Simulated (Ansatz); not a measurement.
MgO: response to strain

The parent structure is MgO in the rock salt structure (space group Fm-3m, No. 225; a = 4.1592 Å). Axes: x, y, z lie along the cube axes.

Strains are applied to the cell and any free atomic positions relax; under biaxial strain the out-of-plane vector relaxes too.

Level of theory: plane-wave PAW DFT at the LDA level (Ansatz, a first-principles code, 420 eV), scalar-relativistic without spin-orbit coupling.

Notes on the quantities. energy relative to the base: free energy F.

```json
[
 {"biaxial strain, plane normal [111], relaxed out of plane (%)": "-2.5", "energy relative to the base (meV/atom)": "15.7"},
 {"biaxial strain, plane normal [111], relaxed out of plane (%)": "-2.08", "energy relative to the base (meV/atom)": "10.7"},
 {"biaxial strain, plane normal [111], relaxed out of plane (%)": "-1.67", "energy relative to the base (meV/atom)": "?"},
 {"biaxial strain, plane normal [111], relaxed out of plane (%)": "-1.25", "energy relative to the base (meV/atom)": "3.8"},
 {"biaxial strain, plane normal [111], relaxed out of plane (%)": "-0.83", "energy relative to the base (meV/atom)": "1.7"},
 {"biaxial strain, plane normal [111], relaxed out of plane (%)": "-0.42", "energy relative to the base (meV/atom)": "0.4"},
 {"biaxial strain, plane normal [111], relaxed out of plane (%)": "0", "energy relative to the base (meV/atom)": "0.0"}
]
```

### Question
Fit ΔE = Aε² + Bε³ (ε in %) to the rows shown and predict the withheld row.

### Answer
Least squares on the printed values gives A = 2.34 and B = -0.066 meV/atom (largest residual 0.0 meV/atom); this predicts 6.8 meV/atom, and the run gives 6.9 meV/atom, in agreement.

Whether these cells are dynamically stable was not tested.
